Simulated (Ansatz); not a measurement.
# Pt under a change: uniaxial strain ε_zz = −1.00 %

The parent structure is Pt in the fcc (Cu type) structure (space group Fm-3m, No. 225; a = 3.920 Å; relaxed with 0.1 eV smearing). Axes: x, y, z lie along the cube axes.

Modification: the cell is compressed by 1.00 % along z with no lateral relaxation; the atoms relax in the strained cell.

All numbers come from plane-wave PAW DFT at the PBEsol level (Ansatz, a quantum-chemistry and plane-wave program, 420 eV), scalar-relativistic without spin-orbit coupling. Γ-centred 29×29×29 mesh, Fermi–Dirac width 0.1 eV.

The volume per atom decreases by 0.15 Å³, from 15.06 Å³ to 14.91 Å³ and the space group changes from Fm-3m (No. 225) to I4/mmm (No. 139). The shortest interatomic distance falls by 0.014 Å, from 2.772 Å to 2.758 Å and the energy goes up by 1.7 meV/atom. The pressure (mean of the normal stresses, compression positive) goes from zero to 3.0 GPa and the band gap stays zero. The stress (xx, yy, zz, yz, xz, xy; compression positive) is (2.6, 2.6, 3.7, 0.0, 0.0, 0.0) GPa.

Stability against distortions was not tested. The final runs are not spin-polarised.
